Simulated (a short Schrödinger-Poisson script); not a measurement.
# MOS inversion layer, SiO2 on p-type GaN

System: MOS inversion layer, SiO2 on p-type GaN, at 300 K.

```tsv
layer	material	thickness (nm)	Na (cm⁻³)
1	SiO2	2.9	-
2	GaN	2700	5.5e16
```

The device is made up for the run: typed textbook-type constants, with dimensions and the other settings drawn at random. SiO2: permittivity 3.9, conduction-band edge (eV) 3.2, gap (eV) 9, electron mass (mₑ) 0.5. GaN: permittivity 9.5, conduction-band edge (eV) 0, gap (eV) 3.43, Nv at 300 K (cm⁻³) 4.6e19.

Channel valleys (confinement mass, in-plane density-of-states mass, number): Γ 0.2, 0.2, 1. At the gate the conduction-band edge of layer 1 lies 3.38 eV − eVg above the Fermi level of the channel; the field vanishes at the back. Gaps are held at their typed values at every temperature. Mesh 0.03 nm at interfaces.

From a short Schrödinger-Poisson script (our own, NumPy): 1D Poisson equation in equilibrium, electrons quantum, Hartree (BenDaniel-Duke, 12 states a valley, the channel's in-plane mass for all, wave functions ending at the dielectric), parabolic valleys, classical holes, full ionisation, no traps, pinning or gate leakage.

```tsv
Vg (V)	electrons (cm⁻²)	C (μF/cm²)	Γ E0 (meV)	Γ E1 (meV)
0.2	5.44e7	0.0341	274.8	360.5
0.4	6.04e10	0.280	93.0	180.9
0.6	7.83e11	0.753	22.4	116.3
0.8	1.78e12	0.839	-5.2	95.5
1	2.85e12	0.874	-24.6	82.8
1.2	3.96e12	0.895	-41.0	72.9
1.4	5.08e12	0.910	-55.9	64.4
1.6	6.23e12	0.921	-70.0	56.6
1.8	7.38e12	0.929	-83.6	49.4
```

Gate voltages with under 1e6 electrons/cm² are left out.

Subbands count from the Fermi level.

In real p-type GaN the Mg acceptor is only partly ionised, and so wide a gap doesn't supply an inversion layer without source and drain.
